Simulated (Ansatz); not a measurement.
hypothetical P6_3/mmc SnSe2 with two functionals

The parent structure is SnSe2 in the 2H-MoS2 type structure (space group P6_3/mmc, No. 194; a = 3.833 Å, c = 11.507 Å; a hypothetical phase, not in the database extracts checked; layered, stacked along the Cartesian z axis).

(Cell as relaxed with PBE-D3(BJ).)

Levels (all Ansatz, an electronic-structure program, PAW): PBE-D3(BJ) (420 eV, no SOC); r2SCAN+rVV10 (500 eV, scalar-relativistic without spin-orbit coupling).

Each level relaxes its own structure.

```json
[
 {"quantity": "volume per atom", "PBE-D3(BJ)": "24.41 Å³", "r2SCAN+rVV10": "___"},
 {"quantity": "lattice parameter a", "PBE-D3(BJ)": "383.3 pm", "r2SCAN+rVV10": "___"},
 {"quantity": "lattice parameter c", "PBE-D3(BJ)": "1150.7 pm", "r2SCAN+rVV10": "___"},
 {"quantity": "band gap", "PBE-D3(BJ)": "zero", "r2SCAN+rVV10": "___"}
]
```

Problem. What does r2SCAN+rVV10 give?

Solution. 
- volume per atom, r2SCAN+rVV10: 25.01 Å³
- lattice parameter a, r2SCAN+rVV10: 379.6 pm
- lattice parameter c, r2SCAN+rVV10: 1202.5 pm
- band gap, r2SCAN+rVV10: zero

PBE-D3(BJ)'s volume per atom lies 0.60 Å³ below r2SCAN+rVV10's (2.4 %); PBE-D3(BJ)'s lattice parameter a lies 3.79 pm above r2SCAN+rVV10's (1.0 %); PBE-D3(BJ)'s lattice parameter c lies 51.88 pm below r2SCAN+rVV10's (4.3 %); the two agree on the band gap. The two levels end in clearly different cell shapes (a soft spacing or a collapse), which may drive these differences. Neither level is exact; r2SCAN+rVV10 is the comparison here, not a measurement.

Stability against distortions was not tested. All final runs are without spin polarisation.
